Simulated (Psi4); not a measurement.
Psi4 1.11, PBE0/def2-tzvp: Mg(I)(SeH) ([SeH][Mg][I]), 4 atoms. The geometry is a generated start, not checked to be a minimum at this level.

```json
{
 "task": "energy",
 "method": "pbe0",
 "basis": "def2-tzvp",
 "memory": "3 GB",
 "maxiter": "100",
 "keys_of_the_molecule_block": "symmetry c1",
 "scf_type": "df (default)",
 "e_convergence": "1e-06 (default)",
 "d_convergence": "1e-06 (default)",
 "dft_radial_points": "75 (default)",
 "dft_spherical_points": "302 (default)",
 "effective_core_potentials": "those of the basis set, past Kr",
 "basis_functions": "136",
 "grid_points": "86228"
}
```

```xyz
4

Mg     0.5168    -0.3784    -0.1238
I      2.5592    -1.4470    -1.3359
Se    -1.2144     1.2551     0.1861
H     -1.8615     0.5703     1.2736
```

With the defaults (diis = true, scf_initial_accelerator = adiis, damping_percentage = 0, guess = auto, which took SAD, soscf = false, soscf_start_convergence = 0.01, level_shift = 0, level_shift_cutoff = 0.01, diis_max_vecs = 10) it converges in 9 SCF iterations. One run each on 2 threads, with these changes:
- diis = false, scf_initial_accelerator = none, damping_percentage = 60
- diis_max_vecs = 3
- guess = core
- level_shift = 0.1, level_shift_cutoff = 0.001
- guess = sadno
- soscf = true, soscf_start_convergence = 0.1
- guess = modhuckel
- soscf = true, soscf_start_convergence = 0.001
- soscf = true

Task: Name the settings that don't reach the solution of the defaults.

Result: No convergence: diis = false, scf_initial_accelerator = none, damping_percentage = 60 (the run ends without SCF convergence in 100 iterations). The rest reach the solution of the defaults.

```json
[
 {"setting": "soscf = true", "SCF iterations": "7", "JK calls": "23", "end": "same solution"},
 {"setting": "soscf = true, soscf_start_convergence = 0.1", "SCF iterations": "7", "JK calls": "28", "end": "same solution"},
 {"setting": "soscf = true, soscf_start_convergence = 0.001", "SCF iterations": "8", "JK calls": "19", "end": "same solution"},
 {"setting": "the defaults", "SCF iterations": "9", "JK calls": "10", "end": "same solution"},
 {"setting": "guess = modhuckel", "SCF iterations": "9", "JK calls": "36", "end": "same solution"},
 {"setting": "level_shift = 0.1, level_shift_cutoff = 0.001", "SCF iterations": "9", "JK calls": "10", "end": "same solution"},
 {"setting": "guess = sadno", "SCF iterations": "10", "JK calls": "10", "end": "same solution"},
 {"setting": "diis_max_vecs = 3", "SCF iterations": "13", "JK calls": "14", "end": "same solution"},
 {"setting": "guess = core", "SCF iterations": "17", "JK calls": "17", "end": "same solution"},
 {"setting": "diis = false, scf_initial_accelerator = none, damping_percentage = 60", "SCF iterations": "100", "JK calls": "101", "end": "no convergence"}
]
```

An SOSCF iteration holds several JK calls; a Hückel guess adds calls on atoms.
